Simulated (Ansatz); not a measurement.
**Electron-phonon data for ZrRh3 (Pm-3m)**

Consider the following.

```
CELL_PARAMETERS angstrom
      3.90406     0.00000     0.00000
      0.00000     3.90406     0.00000
      0.00000     0.00000     3.90406
ATOMIC_POSITIONS crystal
  Zr 0.00000 0.00000 0.00000
  Rh 0.50000 0.50000 0.00000
  Rh 0.00000 0.50000 0.50000
  Rh 0.50000 0.00000 0.50000
```

The numbers are results of PBEsol, DFPT electron-phonon coupling, linearised Boltzmann equation (plane waves, PAW, scalar-relativistic; Ansatz, an electronic-structure program), not measurements. How the cell was made: relaxed with this functional, without spin-orbit coupling.

The resistivity at 300 K is 11.5 μΩ·cm, the resistivity at 77 K is 1.39 μΩ·cm and the electron mean free path at 300 K (weighted by the current that each state carries) is 7.5 nm. The electron-phonon coupling λ is 0.39, the transport coupling λ_tr is 0.39 and the logarithmic mean phonon energy comes out as 19.1 meV. The density of states at the Fermi level comes out as 1.77 states/(eV·spin·cell), the drude plasma energy is 6.1 eV and the Hall coefficient at 300 K is 25 ×10⁻¹¹ m³/C.

A metal at this level (no band gap). Only scattering by harmonic phonons is included (no impurities, grain boundaries, electron-electron scattering or thermal expansion). Spin-orbit coupling is left out. Halving the electron mesh (24x24x24) moves the resistivity by up to 2 % at 300 K, the mean free path by up to 3 %, the coupling by up to 4 %. Smearing 0.20 eV; phonons on a 4x4x4 q mesh, which this run doesn't test and which matters most at low temperature.

Formula and space group known from diffraction (Crystallography Open Database), not checked to be the room-temperature form: ZrRh3 (Pm-3m).
